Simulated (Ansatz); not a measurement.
Worked example: relaxation of the atoms of SnSe2 (P3m1, 3 atoms in the cell) in Ansatz (an electronic-structure program).

Method of the run: LDA (PW92), PAW files made with PBE (plane waves; Ansatz).

The change in words: one atom moved by 0.15 angstrom; relax: default → atoms; relax.f_tol: default → 0.02 eV/Å. Reference geometry:
```yaml
crystal:
  lattice:
    - [1.89928, -3.28966, 0.00000]
    - [1.89928, 3.28966, 0.00000]
    - [0.00000, 0.00000, 6.12158]
  atoms:
    - { symbol: Sn, position: [0.00000, 0.00000, 0.00000] }
    - { symbol: Se, position: [0.33333, 0.66667, 0.25000] }
    - { symbol: Se, position: [0.66667, 0.33333, 0.75000] }
```

Reference input (self-consistent single point, DFT, LDA (PW92), plane waves, PAW files made with PBE): basis.ecutwfc = 30.9 Ry; kpoints.mp_grid.grid = 8 8 4; hamiltonian.xc = lda; hamiltonian.pseudopotentials = {kind: paw} (the program's default PAW files); scf.occupations.method = fermi_dirac; scf.occupations.width = 0.0037 Ry. This run's input differs from it in these lines:

```diff
@@ -6,3 +6,3 @@
   atoms:
-    - { symbol: Sn, position: [0.000000, 0.000000, 0.000000] }
+    - { symbol: Sn, position: [0.000000, 0.000000, 0.024503] }
     - { symbol: Se, position: [0.333333, 0.666667, 0.250000] }
@@ -23,2 +23,4 @@
     width: 0.0037 Ry
+relax:
+  f_tol: 0.02
 output:
```

Output (repeated stretches shortened):

```
   [... SCF lines of the steps left out ...]
relax step   1: F+E_penalty+E_count = -16646.89223103 eV  Δ(F+E_penalty+E_count) = +0.000e0 eV  max|allowed force component| = 2.335e0 eV/Å  Δτ_max = 0.0000 Å  (7 SCF iters, dr2 threshold 1.00e-5 eV, accepted)
relax step   2: F+E_penalty+E_count = -16646.94231226 eV  Δ(F+E_penalty+E_count) = -5.008e-2 eV  max|allowed force component| = 1.854e0 eV/Å  Δτ_max = 0.1953 Å  (6 SCF iters, dr2 threshold 1.00e-4 eV, accepted)
relax step   3: F+E_penalty+E_count = -16647.09241209 eV  Δ(F+E_penalty+E_count) = -1.501e-1 eV  max|allowed force component| = 7.835e-2 eV/Å  Δτ_max = 0.0911 Å  (5 SCF iters, dr2 threshold 1.00e-4 eV, accepted)
relax step   4: F+E_penalty+E_count = -16647.09287530 eV  Δ(F+E_penalty+E_count) = -4.632e-4 eV  max|allowed force component| = 4.055e-2 eV/Å  Δτ_max = 0.0122 Å  (5 SCF iters, accepted)
relax step   5: F+E_penalty+E_count = -16647.09301980 eV  Δ(F+E_penalty+E_count) = -1.445e-4 eV  max|allowed force component| = 3.312e-4 eV/Å  Δτ_max = 0.0040 Å  (4 SCF iters, accepted)
the relaxation is at rest under the 6 symmetry operations that the run kept from its start: a minimum is not shown …
Stability not checked: this state was not tested for a lower state beside it, because too few of the mixer's solves of this state at the end of the SCF gave a …
Free energy (F): -16647.093020 eV
Internal energy: -16647.092840 eV  (E = F + TS)
E sigma→0 (E₀):  -16647.092930 eV
Entropy (-TS):   -0.000179 eV (-0.060 meV/atom)
Fermi energy:    8.054853 eV
--- Forces (eV/Å), atoms counted from 1 ---
  atom   1  Sn     0.00000000    -0.00000000    -0.00033730
   [... lines left out ...]
  F+E_penalty+E_count = -16647.09301980 eV   max|allowed force component| = 3.312e-4 eV/Å
  atoms:
    - { symbol: Sn, position: [9.740784993856622e-19, 9.740784993856626e-19, 0.008170164837282562] }
    - { symbol: Se, position: [0.3333333333333332, 0.6666666666666665, 0.266344212833586] }
    - { symbol: Se, position: [0.6666666666666665, 0.3333333333333332, 0.7499886223291312] }
```

The run converged. 

Summary of the result:
- Free energy E − TS (on the zero of these files) = -16647.0930 eV
- Gap on the k-point mesh = 0.63 eV
- Pressure = -0.71 GPa
- Relaxation steps = 5

The starting cell has typed, rounded lattice constants, without a prior relaxation at this level. Its lattice was rescaled by up to half a per cent. For this run, on top of that: one atom moved by 0.15 angstrom. The relaxation keeps the symmetry of its start, so its end need not be a minimum. Ansatz's pressure includes its estimate of the finite-basis (Pulay) stress.

Keys are those of Ansatz 0.2.
